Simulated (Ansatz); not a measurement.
We consider fluorite PbF2 (high-temperature phase), described by B3LYP (VWN-RPA form) (plane waves, PAW; Ansatz, a program for electronic structure).

Run with plane-wave cutoff 460 eV, 8×8×8 k mesh, Fermi–Dirac smearing 0.01 eV, scalar-relativistic PAW data made under PBE.

A third-order Birch–Murnaghan fit to the energies gives V0 = 18.029 Å³/atom, B0 = 68.3 GPa, B′ = 4.8.

| V (Å³/atom) | P (GPa) |
|---|---|
| 17.191 | (withheld) |
| 17.578 | (withheld) |
| 17.950 | 0.30 |
| 18.479 | (withheld) |
| 18.930 | -2.97 |

Question: Estimate the withheld pressures from this fit; the answers are the runs' own values.

Answer: 
- 17.191, P (GPa): 3.64
- 17.578, P (GPa): 1.84
- 18.479, P (GPa): -1.59

The formula P = (3/2) B0 (x^(7/3) − x^(5/3)) [1 + (3/4)(B′ − 4)(x^(2/3) − 1)] with x = V0/V meets the computed pressures within 0.01 GPa when these rounded values are put in.

Measured, for comparison: bulk modulus 64 GPa, equilibrium volume per atom 17.46 Å³/atom (temperature not stated, not corrected to a static lattice; as tabulated in Cadelano and Cappellini (2011), arXiv:1107.5962). Computed (rounded) less measured: bulk modulus +7 %, equilibrium volume per atom +3.3 %. A static lattice is as a rule a little smaller and stiffer than an uncorrected measurement, which narrows the difference in the bulk modulus and would widen misses of the other sign.

Spin–orbit coupling is not included; it can shift volumes and moduli of such heavy elements.
